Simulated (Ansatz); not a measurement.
Rutile MgH2 was calculated with PBE (plane waves, PAW; Ansatz, a first-principles code).

Numerical settings: plane-wave cutoff 520 eV, 8×8×12 k mesh (along the axes of the cell as run), Fermi–Dirac smearing 0.01 eV, scalar-relativistic PAW data made under PBE.

Energies at three volumes about the minimum:

```
V (Å³/atom)  E − E_lowest (meV/atom)
-----------  -----------------------
10.043                          0.62
10.248                          0.00
10.453                          0.62
```

Fit a parabola by hand: where is the minimum, and what is the bulk modulus?

Slopes: (0.00 − 0.62)/(10.248 − 10.043) = -3.024 and (0.62 − 0.00)/(10.453 − 10.248) = 3.024 meV/Å³. Curvature E″ = 2 × (3.024 − (-3.024))/(10.453 − 10.043) = 29.502 meV/Å⁶. From the middle of the first interval, the slope vanishes at V0 = 10.1455 − (-3.024)/29.502 = 10.248 Å³/atom. B = V0 E″ = 10.248 × 29.502 meV/Å³ × 0.1602 GPa per meV/Å³ = 48.4 GPa. The full Birch–Murnaghan fit to all volumes gives V0 = 10.245 Å³/atom and B0 = 48.4 GPa.

Shape and atoms are relaxed at each volume.

Measured, for comparison: bulk modulus 49 ± 2 GPa (room temperature, no zero-point or thermal correction, measured on MgD2; as tabulated in abstract on rutile-type MgD2 by neutron diffraction to 9.3 GPa, listed at scite); equilibrium volume per atom 10.27 Å³/atom (temperature not stated, no zero-point or thermal correction; as tabulated in Ellinger et al., J. Am. Chem. Soc. 77, 2647 (1955) (COD 4124639)). Computed (rounded) less measured: bulk modulus -1 % (inside the measured uncertainty), equilibrium volume per atom -0.3 %.

Note: the bulk modulus comes from volumes at which shape and atoms were relaxed.
